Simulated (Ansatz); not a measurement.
Hypothetical NiAs type TlF: pressure series

The reference is TlF in the NiAs type structure (space group P6_3/mmc, No. 194; a = 3.8910 Å, c = 7.0145 Å; a hypothetical phase, not in the database extracts checked).

Cell and atoms are relaxed at each pressure.

Calculations: PBE/PAW in Ansatz (a program for electronic structure), no spin-orbit coupling.

Notes on the quantities. enthalpy: H = E + PV relative to the base's energy.

```
variant           band gap       enthalpy  lattice parameter a
----------------  --------  -------------  -------------------
base               2.15 eV              –           7.353 bohr
pressure −2 GPa    2.23 eV  -0.30 eV/atom           7.615 bohr
pressure −1 GPa    2.19 eV  -0.15 eV/atom           7.471 bohr
pressure 3 GPa     2.10 eV  +0.41 eV/atom           7.058 bohr
pressure 7 GPa     1.66 eV  +0.91 eV/atom           6.735 bohr
pressure 15 GPa    0.62 eV  +1.82 eV/atom           6.249 bohr
pressure 30 GPa       zero  +3.29 eV/atom           5.771 bohr
pressure 50 GPa       zero  +5.03 eV/atom           5.468 bohr
pressure 75 GPa       zero  +6.99 eV/atom           5.251 bohr
pressure 100 GPa      zero  +8.81 eV/atom           5.108 bohr
```

The mesh was chosen for an insulator and is coarse for the gapless case. From pressure 15 GPa on, the axis ratios lie over 15 % from the base's, so the cell there is far from its starting form. Spin-orbit coupling, missing from the scalar runs, can matter with Tl. Load acts through the strain it causes; cell and atoms are relaxed under it. No phonon test of stability was made. No other phases were tried under pressure. All final runs are without spin polarisation. A zero or small gap of TlF under pressure 30 GPa can be the functional's error rather than a property of the material.
